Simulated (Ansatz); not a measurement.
The parent structure is Ta in the bcc (W type) structure (space group Im-3m, No. 229; a = 3.282 Å).

Computed with PBEsol in Ansatz (plane waves to 420 eV, PAW, without spin-orbit coupling), earlier PAW set.

Before the change:

- Volume per atom: 17.67 Å³
- Largest site moment: 0.00 μB
- Magnetic state: not spin-polarised

Perturbation: every Ta is replaced by Fe; the structure is relaxed again.

How does this affect the volume per atom?

The volume per atom decreases by 6.85 Å³ (17.67 Å³ → 10.82 Å³).

What does the calculation give for the largest site moment after the change?

The largest site moment goes from zero to 2.12 μB.

Estimate the effect on the magnetic state.

The magnetic state becomes ferromagnetic (base: not spin-polarised).

Other magnetic orders, which the real material may have, were not ruled out. Whether these cells are dynamically stable was not tested. Spin-polarised in the final run: Fe; the other runs are not.

Ansatz is an electronic-structure program.
